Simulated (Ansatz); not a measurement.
Consider the following.

Host crystal: corundum, with a band gap (PBE, scalar-relativistic without spin-orbit coupling).

End structure of H2O on the 1x1 (0001) surface of corundum (cut with top plane Al), one in a 1x1 cell, started at the site 'bridge O-O (span 2.6 Å)':

```yaml
crystal:
  lattice:
    - [4.80875, 0.00000, 0.00000]
    - [-2.40438, 4.16450, 0.00000]
    - [0.00000, 0.00000, 27.50000]
  atoms:
    - { symbol: Al, position: [0.66667, 0.33333, 0.37743] }
    - { symbol: O, position: [0.65631, 0.68187, 0.38078] }
    - { symbol: O, position: [0.31813, 0.97443, 0.38078] }
    - { symbol: O, position: [0.02557, 0.34369, 0.38078] }
    - { symbol: Al, position: [0.00000, 0.00000, 0.41229] }
    - { symbol: Al, position: [0.33333, 0.66667, 0.42276] }
    - { symbol: O, position: [0.31288, 0.31024, 0.45957] }
    - { symbol: O, position: [0.99736, 0.68712, 0.45957] }
    - { symbol: O, position: [0.68976, 0.00264, 0.45957] }
    - { symbol: Al, position: [0.66659, 0.33332, 0.49199] }
    - { symbol: Al, position: [0.99954, 0.00013, 0.50815] }
    - { symbol: O, position: [0.97229, 0.32979, 0.54030] }
    - { symbol: O, position: [0.66461, 0.64789, 0.53979] }
    - { symbol: O, position: [0.35984, 0.02487, 0.54044] }
    - { symbol: Al, position: [0.32937, 0.66655, 0.57573] }
    - { symbol: Al, position: [0.66677, 0.33869, 0.58660] }
    - { symbol: O, position: [0.64649, 0.00686, 0.62549] }
    - { symbol: O, position: [0.34789, 0.36834, 0.61758] }
    - { symbol: O, position: [0.00866, 0.66211, 0.61650] }
    - { symbol: Al, position: [0.01065, 0.01054, 0.63304] }
    - { symbol: O, position: [0.22871, 0.99879, 0.69534] }
    - { symbol: H, position: [0.41188, 0.00968, 0.67461] }
    - { symbol: H, position: [0.11806, 0.77572, 0.70612] }
```

Set-up: 23 atoms, 6.7 Å thick at the start under the adsorbate (thin: gaps and levels are the slab's own); mesh 6x6x1; 0.01 eV smearing; dipole correction on; single point; no symmetry held, on the structure that PBE left; no spin, no spin-orbit, no U, no dispersion correction. At the end it is bonded to Al. In PBE it is, or lies within 0.03 eV of, the lowest of the starts that converged; the order may differ at this level.

A negative adsorption energy means that the adsorbate is more stable on the surface than in its reference.

### Question
Estimate the adsorption energy against H2O(g) at the same level that r2SCAN, at the PBE geometry (Ansatz, a first-principles code) returns for this input.

### Answer
-105 kJ/mol

### Question
What highest filled level below the top vacuum level does r2SCAN, at the PBE geometry give?

### Answer
5.24 eV

### Question
Predict the gap of the slab on its k-mesh from r2SCAN, at the PBE geometry.

### Answer
4.25 eV

### Question
Estimate the change of the step from the bottom to the top vacuum level, against the clean slab that r2SCAN, at the PBE geometry returns for this input.

### Answer
-1.67 eV
